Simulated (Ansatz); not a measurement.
## Pressure series in TiS2

The reference is TiS₂ in the CdI2 type structure (space group P-3m1, No. 164; layered, stacked along the Cartesian z axis).

```xyz
3
Lattice="3.3605 0.0000 0.0000 -1.6803 2.9103 0.0000 0.0000 0.0000 5.5228" Properties=species:S:1:pos:R:3 pbc="T T T"
Ti     0.0000     0.0000     0.0000
S      0.0000     1.9402     1.4280
S      1.6803     0.9701     4.0949
```

Cell and atoms are relaxed at each pressure.

All numbers come from Ansatz (a first-principles code) PBE-D3(BJ), no spin-orbit coupling, earlier PAW set.

Notes on the quantities. enthalpy: H = E + PV relative to the base's energy.

```csv
variant,enthalpy,lattice parameter a
base,–,3.361 Å
pressure −2 GPa,-0.23 eV/atom,3.395 Å
pressure −1 GPa,-0.11 eV/atom,3.377 Å
pressure 3 GPa,+0.33 eV/atom,3.317 Å
pressure 7 GPa,+0.74 eV/atom,3.267 Å
pressure 15 GPa,+1.51 eV/atom,3.183 Å
pressure 30 GPa,+2.82 eV/atom,[?]
pressure 50 GPa,+4.40 eV/atom,2.935 Å
pressure 75 GPa,+6.19 eV/atom,2.820 Å
pressure 100 GPa,+7.83 eV/atom,2.737 Å
```

Question: Complete the table.

Answer: 
- pressure 30 GPa, lattice parameter a: 3.058 Å

Load acts through the strain it causes; cell and atoms are relaxed under it. Whether these cells are dynamically stable was not tested. No other phases were tried under pressure. The base started in P3m1 and relaxed to P-3m1 at this level. The final runs are not spin-polarised.
